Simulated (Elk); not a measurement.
Band structure of TbAlGe (Cmcm, 6 atoms in the cell).

```
CELL_PARAMETERS angstrom
      1.98980    -5.32956     0.00000
      1.98980     5.32956     0.00000
      0.00000     0.00000     5.99353
ATOMIC_POSITIONS crystal
  Tb 0.68508 0.31492 0.75000
  Tb 0.31492 0.68508 0.25000
  Al 0.40137 0.59863 0.75000
  Al 0.59863 0.40137 0.25000
  Ge 0.00000 0.00000 0.00000
  Ge 0.00000 0.00000 0.50000
```
Moments meant for the start (each program seeds them in its own way; μB, in the order of the atoms Tb Tb Al Al Ge Ge): 6.0 6.0 0.0 0.0 0.0 0.0.

Method: PBEsol, all-electron FP-LAPW, Elk's shipped species files, default APW+lo basis in Elk.

Settings: xctype = 22; spinpol = true; swidth = 0.00367493 Ha; ngridk = 4 4 3; reducebf = 0.5; nempty = 10 per atom; maxscl = 100.

The starting cell comes from a database of computed structures (which also holds hypothetical and non-ambient phases and stackings), without a prior relaxation at this level. Its lattice was rescaled by a random factor within 2.5 % of one. Spin-orbit coupling is off. The magnetic order is the one reached from the typed start; others were not searched systematically. With U or open f shells several self-consistent states can exist. The f electrons are in the valence without U or exact exchange, which can misplace them near the Fermi level. Spin-orbit terms, which matter for f shells, are left out. Values depend on the basis (sphere radii, cutoffs, local orbitals), which need not be converged.

Levels in eV from the Fermi level, bands 45 to 52 of the first spin channel:
| point | 45 | 46 | 47 | 48 | 49 | 50 | 51 | 52 |
|---|---|---|---|---|---|---|---|---|
| Γ | -1.83 | -1.21 | -0.89 | 0.52 | 0.55 | 0.79 | 1.50 | 2.36 |
| X | -3.08 | -1.80 | -1.75 | -0.53 | 0.53 | 1.12 | 1.50 | 3.20 |
| S | -2.81 | -1.73 | -1.70 | -1.16 | 0.76 | 1.46 | 1.66 | 3.34 |
| R | -2.09 | -2.08 | -0.66 | -0.66 | -0.05 | -0.05 | 1.96 | 1.96 |
| A | -1.58 | -1.58 | -0.75 | -0.75 | 0.01 | 0.02 | 1.42 | 1.42 |
| Z | -1.78 | -1.78 | -1.25 | -1.25 | 0.34 | 0.34 | 1.33 | 1.33 |
| Y | -1.75 | -0.93 | -0.25 | 0.78 | 1.47 | 1.63 | 1.82 | 1.90 |
| X1 | -3.08 | -1.80 | -1.75 | -0.53 | 0.53 | 1.12 | 1.50 | 3.20 |
| A1 | -1.58 | -1.58 | -0.75 | -0.75 | 0.01 | 0.02 | 1.42 | 1.42 |
| T | -1.29 | -1.29 | -0.57 | -0.57 | 0.45 | 0.45 | 1.31 | 1.32 |

Bands cross the Fermi level along this path, so the cell is metallic at this level.

The net moment of the cell came out as 11.67 μB.
